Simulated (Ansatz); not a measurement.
The starting structures come from a database of crystals and need not be the phases stable at ambient conditions.

```
CELL_PARAMETERS angstrom
      7.06597     0.00000     0.00000
      0.00000     8.35261     0.00000
      3.53299    -4.17631     4.17631
ATOMIC_POSITIONS crystal
  Tl 0.50000 0.50000 0.00000
  Tl 0.00000 0.50000 0.00000
  Cd 0.50000 0.00000 0.00000
  Ge 0.00000 0.00000 0.00000
  Te 0.04806 0.00000 0.35651
  Te 0.95194 0.64349 0.64349
  Te 0.40457 0.00000 0.64349
  Te 0.59543 0.35651 0.35651
```

Space group of this cell: I-42m. The cell was relaxed by PBE-D3(BJ); by r2SCAN its mean pressure is 1.2 GPa.

Transport runs along the normal of the first two printed cell vectors, the (100) plane of the conventional cell.

The gap is the functional's own, uncorrected, and κ follows it; spin-orbit coupling is left out. Mid-gap values are interpolated between the computed energies.

Task: Give the band gap and the smallest decay constant κ at mid-gap that r2SCAN (Ansatz, a program for electronic structure) yields.

Result: Gap 0.21 eV on a 8×8×8 mesh; κ = 0.064 1/Å, at (0.250, 0.500) of the in-plane reciprocal vectors. At the zone centre, at the nearest computed energy, the slowest state has κ = 0.09 1/Å.
